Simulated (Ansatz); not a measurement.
Where the default PAW files enter, the runs use the earlier of Ansatz's two default sets.

Inside the gap of an insulator the Bloch states are evanescent, with a wavenumber k + iκ along the transport direction.

```yaml
crystal:
  lattice:
    - [3.67127, 0.00000, 0.00000]
    - [-1.83563, 3.17941, 0.00000]
    - [1.83563, 1.05980, 2.99758]
  atoms:
    - { symbol: Zr, position: [0.00000, 0.00000, 0.00000] }
    - { symbol: O, position: [0.50000, 0.75000, 0.75000] }
    - { symbol: O, position: [0.50000, 0.25000, 0.25000] }
```

Space group of this cell: Fm-3m, fluorite. The cell is strained (all lengths scaled by 1.02); by r2SCAN its mean pressure is -13.6 GPa.

Transport runs along the normal of the first two printed cell vectors, the (111) plane of the conventional cell.

The gap is the functional's own. No spin-orbit coupling. Mid-gap values are interpolated on the energy grid.

Q: Estimate the band gap and the smallest decay constant κ at mid-gap that Ansatz (a quantum-chemistry and plane-wave program) with r2SCAN returns for this system.

A: Gap 3.69 eV on a 12×12×12 mesh; κ = 0.441 1/Å, at the zone centre.
